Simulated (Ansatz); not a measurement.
The reference is AlRu in the CsCl type structure (space group Pm-3m, No. 221; a = 2.983 Å; relaxed with 0.1 eV smearing).

Calculations: r2SCAN (Ansatz, a first-principles code, PAW, scalar-relativistic without spin-orbit coupling).

Base values:

* **Pressure**: 0.0 GPa

It is then changed as follows: every lattice vector is shortened by 4.08 %; the atoms relax in the strained cell.

Task: What happens to the energy relative to the base?

Result: The energy rises by 157 meV/atom.

Task: What does the calculation give for the pressure after the change?

Result: The pressure goes from zero to 36.1 GPa.

Whether these cells are dynamically stable was not tested. All final runs are without spin polarisation.
